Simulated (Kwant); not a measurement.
Computed with Kwant: Hückel tight-binding model, one pz orbital an atom, one spin, coherent transport at 0 K. Conductance is in e²/h.

Device: π system c1cc2cccc3c4cccc5cccc(c(c1)c23)c54 between two chain leads. The π system is taken as planar. Atoms are numbered from 0 in the order of the SMILES. Site energies (eV, carbon 0): [0.0, 0.0, 0.0, 0.0, 0.0, 0.0, 0.0, 0.0, 0.0, 0.0, 0.0, 0.0, 0.0, 0.0, 0.0, 0.0, 0.0, 0.0, 0.0, 0.0]. Bonds (i, j, β in eV): (0,1,-2.7) (1,2,-2.7) (2,3,-2.7) (3,4,-2.7) (4,5,-2.7) (5,6,-2.7) (6,7,-2.7) (7,8,-2.7) (8,9,-2.7) (9,10,-2.7) (10,11,-2.7) (11,12,-2.7) (12,13,-2.7) (13,14,-2.7) (14,15,-2.7) (15,16,-2.7) (16,17,-2.7) (16,18,-2.7) (15,19,-2.7) (17,0,-2.7) (18,2,-2.7) (18,6,-2.7) (19,7,-2.7) (19,11,-2.7). Leads: chains of hopping −4.1 eV, joined by −1.4 eV to atoms 1 and 10.

Site energies and bond integrals are typed Hückel values.

Sweep values stay those of the base run.

One input was changed, with this effect: transmission at E = 0 0.024 → 0.038.

Problem. Which change was it?
A. contacts moved from atoms [1, 10] to [5, 14]
B. contacts moved from atoms [1, 10] to [0, 13]
C. contacts moved from atoms [1, 10] to [1, 5]
D. contacts moved from atoms [1, 10] to [1, 8]
E. contacts moved from atoms [1, 10] to [0, 4]
F. contacts moved from atoms [1, 10] to [5, 8]

Solution. F, contacts moved from atoms [1, 10] to [5, 8]
